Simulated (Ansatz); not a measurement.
Input:

End structure of a constructed model of the (111)A surface of zinc-blende ZnSe (in the relaxation 3 Se–Zn bonds broke), Zn-terminated, 2x2 Zn adatom at H3 (bottom of the slab: 2 H on 4 bottom sites):

```yaml
crystal:
  lattice:
    - [8.10981, 0.00000, 0.00000]
    - [-4.05491, 7.02331, 0.00000]
    - [0.00000, 0.00000, 29.50000]
  atoms:
    - { symbol: Se, position: [0.99833, 0.00167, 0.33574] }
    - { symbol: Se, position: [0.50159, 0.99841, 0.31998] }
    - { symbol: Se, position: [0.00163, 0.49837, 0.32003] }
    - { symbol: Se, position: [0.49833, 0.50167, 0.33574] }
    - { symbol: Zn, position: [0.34870, 0.15130, 0.35585] }
    - { symbol: Zn, position: [0.81480, 0.18498, 0.35532] }
    - { symbol: Zn, position: [0.31502, 0.68520, 0.35532] }
    - { symbol: Zn, position: [0.84866, 0.65134, 0.35580] }
    - { symbol: Se, position: [0.33333, 0.16667, 0.43977] }
    - { symbol: Se, position: [0.83333, 0.16667, 0.43977] }
    - { symbol: Se, position: [0.33333, 0.66667, 0.43977] }
    - { symbol: Se, position: [0.83333, 0.66667, 0.43977] }
    - { symbol: Zn, position: [0.16667, 0.33333, 0.46782] }
    - { symbol: Zn, position: [0.66667, 0.33333, 0.46782] }
    - { symbol: Zn, position: [0.16667, 0.83333, 0.46782] }
    - { symbol: Zn, position: [0.66667, 0.83333, 0.46782] }
    - { symbol: Se, position: [0.16695, 0.33305, 0.55169] }
    - { symbol: Se, position: [0.66448, 0.33133, 0.55181] }
    - { symbol: Se, position: [0.16867, 0.83552, 0.55181] }
    - { symbol: Se, position: [0.66768, 0.83232, 0.55249] }
    - { symbol: Zn, position: [0.00253, 0.00124, 0.58143] }
    - { symbol: Zn, position: [0.50070, 0.99930, 0.58207] }
    - { symbol: Zn, position: [0.99911, 0.50089, 0.57793] }
    - { symbol: Zn, position: [0.49876, 0.49747, 0.58143] }
    - { symbol: Se, position: [0.02934, 0.01359, 0.66599] }
    - { symbol: Se, position: [0.48886, 0.01114, 0.66669] }
    - { symbol: Se, position: [0.99883, 0.50117, 0.66308] }
    - { symbol: Se, position: [0.48641, 0.47066, 0.66599] }
    - { symbol: Zn, position: [0.35927, 0.14073, 0.76824] }
    - { symbol: Zn, position: [0.82540, 0.14531, 0.67079] }
    - { symbol: Zn, position: [0.35469, 0.67460, 0.67079] }
    - { symbol: Zn, position: [0.82096, 0.67904, 0.66849] }
    - { symbol: H, position: [0.00450, 0.99539, 0.28564] }
    - { symbol: H, position: [0.50461, 0.49550, 0.28564] }
    - { symbol: Zn, position: [0.15339, 0.34661, 0.76197] }
```

Model: 35-atom slab, 13.3 Å thick at the start with caps and adatoms (thin: gaps and levels are the slab's own), 3x3x1 mesh, Fermi-Dirac 0.025 eV, dipole correction, 8 atoms held, the rest relaxed; held to the start's symmetry, so lower structures may exist; no spin, no spin-orbit, no U. In PBE it lies 0.03 eV a 1x1 cell over the lowest computed structure of the same composition (2x2 Zn adatom at T4).

Predict the gap of the slab on its k-mesh from PBE run with Ansatz (a first-principles code).

1.22 eV

Estimate the highest filled level below the top vacuum level that PBE returns for this input.

5.04 eV
